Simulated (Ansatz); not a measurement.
# Ga2O3: stress against strain

Ga2O3 (corundum, R-3c, 9.707 Å³/atom at rest, c along z) under a strain ε along c (axis z), the other axes held. PBEsol in Ansatz, a plane-wave DFT program (PAW, default set), 420 eV, 8×8×8 Γ-centred mesh, Fermi-Dirac smearing 0.05 eV; ions are relaxed within the symmetry of each cell. Stress is positive for a compressed cell.

Here s stands for strain and y for stress zz.

```
strain (%)  stress zz (GPa)
----------  ---------------
-3.00                     ?
-1.50                  5.29
-0.75                  2.62
0.00                   0.00
0.75                  -2.56
1.50                  -5.06
```

Using a straight line, estimate the missing y at s = -3.00 from the other rows, showing the fit.

Means: s 0, y 0.058. About the means, the sum of products is -19.410 and the sum of squares of s is 5.6250; the slope is their ratio. Least squares gives y = 0.058 - 3.4507·s. Residuals (row less fit): 0.056, -0.026, -0.058, -0.030, 0.058; standard error 0.062 (degrees of freedom: 3). The slope gives the elastic constant C33 = 345 ± 3 GPa. At the withheld row, y = 0.058 - 3.4507 × (-3.00) = 10.410 GPa. The calculation gives 10.82 GPa, 0.410 GPa above the prediction (2.6 % of the range of y in the table). The row lies outside the fitted rows, so this is an extrapolation. From the scatter of the fitted rows alone, a prediction at this place has a standard error of 0.103 GPa, so the miss is 4.0 times that.

One order more, fitted to all 9 runs of the series, follows each within 0.01, so the miss is the next term of a smooth law. Ga2O3 is here the metastable α form; monoclinic β is stable. Rows are the converged runs of the series near zero and its far end; series whose fitted rows scatter by over a few per cent of the range, as at a crossing or softening among them, aren't shown in this form. Most that stay on the fit to the last digits aren't either.
